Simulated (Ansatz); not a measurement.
Functionals compared on OH on the 1x1 (111) surface of fcc Al, one in a 2x2 cell, started at the site 'hollow Al-Al-Al over Al at depth 2.3 Å', in Ansatz (plane waves, PAW). The structure was relaxed with PBE; the other rows are single points on it, each with its references at the same level. Cutoff 420 eV (500 eV for r2SCAN).

Slab: 18 atoms, 7.0 Å thick at the start under the adsorbate (thin: gaps and levels are the slab's own); k 6x6x1, smearing 0.1 eV, dipole-corrected; 8 atoms held, the rest relaxed; held to the start's symmetry, so lower structures may exist; spin-polarised, no spin-orbit, no U, no dispersion correction. The starting moment vanished. At the end it is bonded to 2 Al. In PBE it is, or lies within 0.03 eV of, the lowest of the starts that converged. These notes are the PBE run's. r2SCAN: The program's check for a lower electronic state was not made. Adsorption energies are against H2O(g) − ½ H2(g). A negative adsorption energy means that the adsorbate is more stable on the surface than in its reference.

| functional | adsorption energy (eV) | work function of the top face (eV) | change of the work function (eV) | magnetic moment of the cell (μB) | rough cost of the single point |
|---|---|---|---|---|---|
| PBE | -0.73 | 3.28 | -0.75 | 0.00 | – |
| RPBE | -0.55 | 3.19 | -0.76 | 0.00 | around 2.4 core-minutes (rough) |
| r2SCAN | -0.89 | 3.24 | -0.84 | 0.00 | very roughly 6 core-minutes |

Ansatz is a quantum-chemistry and plane-wave program.
